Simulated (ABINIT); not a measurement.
Worked example: self-consistent single point of InSe (C2/m, 4 atoms in the cell) in ABINIT.

Method of the run: LDA (PW92), norm-conserving pseudopotentials (PseudoDojo nc-sr-04 LDA standard) (plane waves; ABINIT).

```
InSe
1.0
    5.82639    -2.05465     0.00000
    5.82639     2.05465     0.00000
   -1.72323     0.00000     4.77135
In Se
2 2
Direct
  0.11180   0.11180   0.95316
  0.88820   0.88820   0.04684
  0.33907   0.33907   0.33104
  0.66093   0.66093   0.66896
```

Reference input (self-consistent single point, DFT, PBEsol, plane waves, norm-conserving pseudopotentials (PseudoDojo nc-sr-04 PBEsol standard)): pseudos = [In.upf, Se.upf]; ecut = 43 Ha; ixc = -116133; occopt = 1; ngkpt = 5 5 4; nshiftk = 1; shiftk = 0 0 0; potentials = PseudoDojo nc-sr-04 PBEsol standard; nband = 32; kptopt = 1; nstep = 100; toldfe = 1e-09 Ha. This run's input differs from it in these lines:

```diff
@@ -1,2 +1,2 @@
-# InSe, PseudoDojo nc-sr-04 PBEsol standard
+# InSe, PseudoDojo nc-sr-04 LDA standard
 pp_dirpath "./"
@@ -18,3 +18,3 @@
 ecut 43 Ha
-ixc -116133
+ixc 7
 occopt 1
```

Its files differ too (potentials: PseudoDojo nc-sr-04 PBEsol standard → PseudoDojo nc-sr-04 LDA standard).

Output (repeated stretches shortened):

```
--- !BeginCycle
solver: {iscf: 7, nstep: 100, nline: 4, wfoptalg: 0, }
tolerances: {toldfe: 1.00E-09, }
...

     iter   Etot(hartree)      deltaE(h)  residm     vres2
 ETOT  1  -369.98230653528    -3.700E+02 1.486E+00 4.944E+03
 ETOT  2  -374.51360274084    -4.531E+00 6.081E-02 5.927E+03
 ETOT  3  -374.87232218546    -3.587E-01 5.442E-02 8.046E+02
 ETOT  4  -374.89994218496    -2.762E-02 1.156E-02 4.032E+02
 ETOT  5  -374.92157504610    -2.163E-02 4.310E-03 5.200E+01
   [... 3 lines left out ...]
 ETOT  9  -374.92495691605    -9.719E-07 1.459E-04 2.521E-05
 ETOT 10  -374.92495691910    -3.050E-09 2.125E-04 9.373E-07
 ETOT 11  -374.92495691922    -1.165E-10 1.157E-04 2.762E-07
 ETOT 12  -374.92495691922     1.990E-12 1.642E-04 8.475E-09
 At SCF step   12, etot is converged :
  for the second time, diff in etot=  1.990E-12 < toldfe=  1.000E-09

 Cartesian components of stress tensor (hartree/bohr^3)
  sigma(1 1)=  1.16155758E-04  sigma(3 2)=  0.00000000E+00
  sigma(2 2)=  8.75950356E-05  sigma(3 1)= -1.98765442E-06
  sigma(3 3)=  8.16286963E-05  sigma(2 1)=  0.00000000E+00

 ----iterations are completed or convergence reached----

 reduced coordinates (array xred) for    4 atoms
       0.111800000000      0.111800000000      0.953160000000
       0.888200000000      0.888200000000      0.046840000000
       0.339070000000      0.339070000000      0.331040000000
       0.660930000000      0.660930000000      0.668960000000
 cartesian forces (eV/Angstrom) at end:
    1      0.06675285815907    -0.00000000000000    -0.01197731357378
   [... lines left out ...]
 Fermi (or HOMO) energy (hartree) =   0.12731   Average Vxc (hartree)=  -0.36504
 Fermi (or HOMO) energy (eV) =   3.46433   Average Vxc (eV)=  -9.93329
   [... lines left out ...]
total_energy        : -3.74924956919219E+02
total_energy_eV     : -1.02022269214228E+04
band_energy         : -4.09259922798056E+01
...

-Cartesian components of stress tensor (GPa)         [Pressure= -2.7987E+00 GPa]
- sigma(1 1)=  3.41741983E+00  sigma(3 2)=  0.00000000E+00
- sigma(2 2)=  2.57713449E+00  sigma(3 1)= -5.84788022E-02
- sigma(3 3)=  2.40159875E+00  sigma(2 1)=  0.00000000E+00

 Calculation completed.
```

The run converged in 12 iterations. Against the reference run the pressure goes from -1.04 to -2.80 GPa, the largest force goes from 0.084 to 0.093 eV/Å and the gap on the mesh goes from 1.043 to 0.967 eV.

The starting cell comes from a database of computed structures (which also holds hypothetical and non-ambient phases and stackings), without a prior relaxation at this level.

Cost on one core of a shared machine: roughly 6 min.
